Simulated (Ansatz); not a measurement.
Start from Nb$_{5}$Si$_{3}$ (space group I4/mcm, No. 140).

```
Nb5Si3
1.0
   -3.27432     3.27432     5.90315
    3.27432    -3.27432     5.90315
    3.27432     3.27432    -5.90315
Nb Si
10 6
Direct
  0.01690   0.18471   0.50000
  0.98310   0.81529   0.50000
  0.18471   0.68471   0.16781
  0.81529   0.31529   0.83219
  0.68471   0.51690   0.50000
  0.31529   0.48310   0.50000
  0.51690   0.01690   0.83219
  0.48310   0.98310   0.16781
  0.50000   0.50000   0.00000
  0.00000   0.00000   0.00000
  0.12935   0.62935   0.75870
  0.87065   0.37065   0.24130
  0.62935   0.87065   0.50000
  0.37065   0.12935   0.50000
  0.75000   0.75000   0.00000
  0.25000   0.25000   0.00000
```

Cartesian axes are those of the cell as printed.

Level of theory: PBEsol (Ansatz, a program for electronic structure), spin-orbit coupling left out.

Strains are applied to the cell and any free atomic positions relax; under biaxial strain the out-of-plane vector relaxes too; under stress the whole cell relaxes.

One change was made to it. Results:

The energy rises by 0.6 meV/atom; the shortest interatomic distance grows by 0.0105 bohr, from 4.528 bohr to 4.538 bohr; the band gap stays zero.

Task: Which change produced these results?
A. uniaxial stress, 2 GPa tension along x
B. isotropic strain +0.56 %
C. biaxial strain −4.76 %, plane normal [001], relaxed out of plane
D. uniaxial strain ε_yy = −2.17 %

Result: A, uniaxial stress, 2 GPa tension along x. For comparison, the energy relative to the base in the other runs: isotropic strain +0.56 % gives +2.8 meV/atom; biaxial strain −4.76 %, plane normal [001], relaxed out of plane gives +101 meV/atom; uniaxial strain ε_yy = −2.17 % gives +9.8 meV/atom.

Without a gap, meshes like the base's 8×8×8 leave anisotropic stresses uncertain by several tenths of a GPa, and small strain energies with them. Stability under load was not tested beyond the relaxation. The final runs are not spin-polarised.
